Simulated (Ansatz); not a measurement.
## Si3N4 (P6₃/m, No. 176)

Method: r²SCAN (PAW; Ansatz, a program for electronic structure).

Settings: plane-wave cutoff 560 eV, 6×6×12 k mesh (along the axes of the cell as run), Fermi–Dirac smearing 0.01 eV, scalar-relativistic PAW data made under PBE.

Cell (relaxed at this level):

```
N4Si3
1.0
    7.60521     0.00000     0.00000
   -3.80260     6.58630     0.00000
    0.00000     0.00000     2.90554
Si N
6 8
Direct
  0.23063   0.82458   0.75000
  0.76937   0.17542   0.25000
  0.40604   0.23063   0.25000
  0.59396   0.76937   0.75000
  0.17542   0.40604   0.75000
  0.82458   0.59396   0.25000
  0.33333   0.66667   0.75000
  0.66667   0.33333   0.25000
  0.96874   0.66968   0.75000
  0.03126   0.33032   0.25000
  0.29905   0.96874   0.25000
  0.70095   0.03126   0.75000
  0.33032   0.29905   0.75000
  0.66968   0.70095   0.25000
```

For Si3N4 (P6₃/m, No. 176), the band gap is 4.99 eV (indirect). The smallest direct gap on the k points sampled is 5.20 eV.
